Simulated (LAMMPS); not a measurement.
MD of RbBr (rock salt) at zero pressure, 1000 atoms, as a crystal; each row is its own run.

Computed with classical MD, rigid Lennard-Jones ions of Joung and Cheatham, J. Phys. Chem. B 112, 9020 (2008), set for SPC/E water, PPPM sums, 10 Å cutoff with tail terms; code LAMMPS.

```csv
T (K),enthalpy (eV/atom)
200,-3.4333
300,-3.4062
570,-3.3298
710,-3.2881
860,-3.2416
1000,-3.1953
1140,-3.1459
```

Fit a straight line, y = a + b x, to these rows (x is the first column, y the second) and predict the run at x = 430.

Least squares gives a = -3.4986 and b = 0.0003034. At x = 430 the fit predicts -3.3682 eV/atom. The run itself gave -3.3699 ± 0.0002 eV/atom, so the fit is 1.7 meV/atom high.

Caution: the potential ionic pair potential joung2008 is fitted for ions in water and for crystals near room temperature.

Caution (rows 430; 570; 710; 860; 1000; 1140): a run this short can hold a crystal over, or a liquid under, the potential's own melting point, which these runs don't give.
